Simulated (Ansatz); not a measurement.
BeTe under load (space group Imm2), r2SCAN with spin-orbit coupling, rigid bands (Ansatz, a first-principles code). Condition of this run: uniaxial stress along [110] of -1 GPa (compression positive) (the target of the relaxation). Band gap 2.03 eV, N_c = 1.13e19 cm⁻³ and N_v = 6.88e18 cm⁻³ at 300 K, conductivity masses along x (a = (0.01, 2.84, 2.82) Å; b = (2.84, 0.01, 2.82) Å; c = (2.86, 2.86, 0.00) Å) of 0.289 mₑ (electrons) and 0.404 mₑ (holes). Take k_BT = 0.02585 eV.

Find the intrinsic carrier density and the intrinsic Fermi level.

n_i = √(N_c N_v) exp(−E_g/2k_BT) = 8.82e18 × exp(−39.26) = 7.8e1 cm⁻³. The level lies (k_BT/2) ln(N_v/N_c) = -6 meV from mid-gap (positive towards the conduction band). Each 0.1 eV added to the gap lowers n_i by a factor of 6.9.

What built-in voltage has an abrupt junction with N_A = 1e16 and N_D = 1e18 cm⁻³, all dopants ionised?

V_bi = E_g/e − (k_BT/e) ln(N_c N_v/(N_A N_D)) = 2.03 − 0.02585 × 8.96 = 1.80 V, for the computed gap.

A film of it is 5 nm thick, with its normal along the direction named. Estimate the confinement energies in an infinite well.

ħ²π²/(2m t²) = 0.376 eV·nm²/(m/mₑ × t²) gives 52.0 meV for electrons and 37.2 meV for holes, so the gap would widen to about 2.12 eV. Finite barriers and nonparabolic bands lower this, and with several valleys or bands the heaviest mass along the normal sets the lowest level, not this average.

Rigid bands with the computed gap; masses take one relaxation time for all states.
